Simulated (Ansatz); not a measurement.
MgO (P6₃mc, No. 186, 4 atoms in the cell; start mp-549706; a measured phase of this formula has another space group), treated with r²SCAN (Ansatz, a quantum-chemistry and plane-wave program, PAW).

Run with plane-wave cutoff 560 eV, 12×12×8 k mesh (along the axes of the cell as run), Fermi–Dirac smearing 0.01 eV, scalar-relativistic PAW data made under PBE.

Computed at the level's own relaxed cell.

```
MgO
1.0
    3.28879     0.00000     0.00000
   -1.64440     2.84818     0.00000
    0.00000     0.00000     5.03191
Mg O
2 2
Direct
  0.33333   0.66667   0.00484
  0.66667   0.33333   0.50484
  0.33333   0.66667   0.39976
  0.66667   0.33333   0.89976
```

### Question
List the 10 lowest band energies at Γ above −25 eV (eV, relative to the valence band maximum), grouping those that round alike.

### Answer
At Γ: -17.16, -16.38, -3.23, -0.69 (×2), -0.38 (×2), 0.00, 4.22, 9.46.

A start named mp-… is a Materials Project structure, which need not be a measured phase.
